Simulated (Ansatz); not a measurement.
Hypothetical zinc blende HgO, thickness series

Take HgO in the zinc blende structure (space group F-43m, No. 216; a = 5.293 Å; a hypothetical phase, not in the database extracts checked) as the base. Axes: x, y, z lie along the cube axes.

Free-standing slabs (2 atom(s) a layer) normal to [110] with 15 Å of vacuum; in-plane cell held at bulk.

Calculations: PBE (Ansatz, a first-principles code, PAW, no spin-orbit coupling), earlier PAW set.

Computed cases, in order: 1 layer; 2 layers; 3 layers; 4 layers; 5 layers; 6 layers; 7 layers.

**Question.** Between which two neighbouring cases does the gap turn between direct and indirect?

**Answer.** Between 3 layers (1.23 eV, indirect, X → Γ) and 4 layers (0.52 eV, direct at Γ). The whole series: 1 layer: 1.68 eV, indirect, U → Γ; 2 layers: 1.51 eV, indirect, X → Γ; 3 layers: 1.23 eV, indirect, X → Γ; 4 layers: 0.52 eV, direct at Γ; 5 layers: 0.31 eV, direct at Γ; 6 layers: 0.22 eV, direct at Γ; 7 layers: 0.18 eV, direct at Γ.

With Hg present, leaving out spin-orbit coupling can change the band edges. Stability against distortions was not tested. The final runs are not spin-polarised. The zero or small gap of HgO can change with the level of theory. Labels are those of the standard path for the cell's own space group.
